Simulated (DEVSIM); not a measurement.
Structure: Al/La2O3/SiO2/p-Si capacitor, at 400 K.

Layer 1 from the left is La2O3, thickness (nm) 2.90. Layer 2 from the left is SiO2, thickness (nm) 0.960. Layer 3 from the left is Si, thickness (nm) 370, Na (cm⁻³) 2.4e18.

Metal gate on the left, work function 4.1 eV. Fixed charge at the semiconductor interface 5.4e10 cm⁻² (in units of +e); no interface traps.

This is a model device: material constants are rounded textbook-type values typed into the input, and sizes, dopings and lifetimes were drawn at random. Values at 300 K; Nc and Nv go as T^1.5, mobilities as T to minus their exponent, the gap by Varshni's rule with the affinity fixed.

La2O3: gap (eV) 5.8, affinity (eV) 1.8, permittivity 27. SiO2: gap (eV) 9, affinity (eV) 0.9, permittivity 3.9. Si: gap (eV) 1.124, affinity (eV) 4.05, permittivity 11.7, Nc (cm⁻³) 2.86e19, Nv (cm⁻³) 3.1e19, Varshni α (eV/K) 0.000473, Varshni β (K) 636.

Question: Estimate by hand the flat-band voltage, the threshold voltage, and compare with a numerical solution.

Answer: 
- Flat-band voltage: C = 2.50 μF/cm², work-function difference -0.943 V; VFB = φms − qNf/C = -0.95 V; numerical -0.95 V.
- Threshold voltage: φF = 0.447 V, depletion charge √(4εqNφF) = 8.44e-7 C/cm²; VT = VFB + 2φF + Qd/C = 0.28 V; numerical 0.29 V.

DEVSIM, 1D Poisson equation in equilibrium, Boltzmann statistics, complete ionisation; no quantum confinement or tunnelling. Metal contacts follow the ideal Schottky-Mott rule: no Fermi-level pinning, no interface dipoles.
